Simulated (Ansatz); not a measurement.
For HfO2 (P4₂/nmc, No. 137, 6 atoms in the cell; start mp-1018721; high-temperature phase), PBE-D3(BJ) (PAW; Ansatz, a quantum-chemistry and plane-wave program) gives:

- lattice parameter a = 3.587 Å
- c axis length = 5.212 Å

Problem. What does r²SCAN+rVV10 (Ansatz, plane waves, PAW) give for the same quantities?

Solution. 
- lattice constant a: 3.569 Å (decreases by 0.5 %)
- lattice parameter c: 5.176 Å (decreases by 0.7 %)

Changes are worked out from the printed values.

Unless a cell is named, each level is at its own relaxed cell (PBE-D3(BJ) 11.18, r²SCAN+rVV10 10.99 Å³/atom).

Levels without +SOC leave out spin–orbit coupling, which shifts energies and cells of such heavy elements.

Caveats: the relaxation could not lower the start's symmetry, so the cell can be a saddle point above a distorted one (PBE-D3(BJ), r²SCAN+rVV10). Ansatz's density-functional and Hartree–Fock values are scalar-relativistic unless marked +SOC, with PAW data made under PBE.

A start named mp-… is a Materials Project structure, which need not be a measured phase.
